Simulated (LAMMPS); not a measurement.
Atomistic model of a symmetric tilt boundary about [1-10] in Si (diamond structure), boundary plane (332) of one grain on (-3-32) of the other.

Level of theory: classical force field (static), pair style meam, file library.meam (library.meam-Si) (LAMMPS).

```yaml
boundary energy (lowest found): 0.880 J/m²
excess_volume: 0.15 Å
"Σ": 11
rotation_about_the_axis: 129.5 °
disorientation (full cubic symmetry): 50.48 °
largest_excess_energy_of_an_atom: 0.33 eV
lattice constant at 0 K: 5.431 Å
cost: very roughly 4 core-minutes
```

Potential: file library.meam of the LAMMPS distribution; its header cites Baskes, Phys Rev B, 46, 2727-2742 (1992).

Caution: the potential MEAM library.meam-Si is a first-neighbour MEAM set with a 4 Å cutoff, used here without a parameter file and away from the static properties it was fitted to.
